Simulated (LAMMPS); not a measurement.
Simulation of TiO2 (rutile), 576 atoms, at 100 K and 0 GPa, heated as the crystal.

Method: classical MD, Buckingham potential of Matsui and Akaogi, Mol. Simul. 6, 239 (1991), as tabulated by Reinhardt, J. Chem. Phys. 151, 064505 (2019), used with rigid ions (no shells), PPPM sums, short-range terms cut at 10 Å, modified for these runs by an r^-4 repulsive force inside the short-range force's maximum (LAMMPS).

| angle (°) | probability per degree, O-Ti-O | probability per degree, Ti-O-Ti |
|---|---|---|
| 73.50 | 0.0000 | 0.0000 |
| 76.50 | 0.0042 | 0.0000 |
| 79.50 | 0.0371 | 0.0000 |
| 82.50 | 0.0032 | 0.0000 |
| 85.50 | 0.0044 | 0.0000 |
| 88.50 | 0.0851 | 0.0000 |
| 91.50 | 0.0836 | 0.0000 |
| 94.50 | 0.0048 | 0.0000 |
| 97.50 | 0.0071 | 0.0108 |
| 100.5 | 0.0290 | 0.0874 |
| 103.5 | 0.0082 | 0.0129 |
| 106.5 | 0.0001 | 0.0000 |
| 109.5 | 0.0000 | 0.0000 |
| 112.5 | 0.0000 | 0.0000 |
| 115.5 | 0.0000 | 0.0000 |
| 118.5 | 0.0000 | 0.0000 |
| 121.5 | 0.0000 | 0.0000 |
| 124.5 | 0.0000 | 0.0028 |
| 127.5 | 0.0000 | 0.0732 |
| 130.5 | 0.0000 | 0.1282 |
| 133.5 | 0.0000 | 0.0180 |
| 136.5 | 0.0000 | 0.0001 |
| 139.5 | 0.0000 | 0.0000 |
| 142.5 | 0.0000 | 0.0000 |
| 145.5 | 0.0000 | 0.0000 |
| 148.5 | 0.0000 | 0.0000 |
| 151.5 | 0.0000 | 0.0000 |
| 154.5 | 0.0000 | 0.0000 |
| 157.5 | 0.0000 | 0.0000 |
| 160.5 | 0.0000 | 0.0000 |
| 163.5 | 0.0000 | 0.0000 |
| 166.5 | 0.0000 | 0.0000 |
| 169.5 | 0.0000 | 0.0000 |
| 172.5 | 0.0003 | 0.0000 |
| 175.5 | 0.0152 | 0.0000 |
| 178.5 | 0.0512 | 0.0000 |

Read from the full data:
- state found: crystal; no diffusion seen in 21 ps
- most common O-Ti-O angle: in the 3° bin centred on 88.5° (mean of all 108°)
- most common Ti-O-Ti angle: in the 3° bin centred on 130.5° (mean of all 120°)
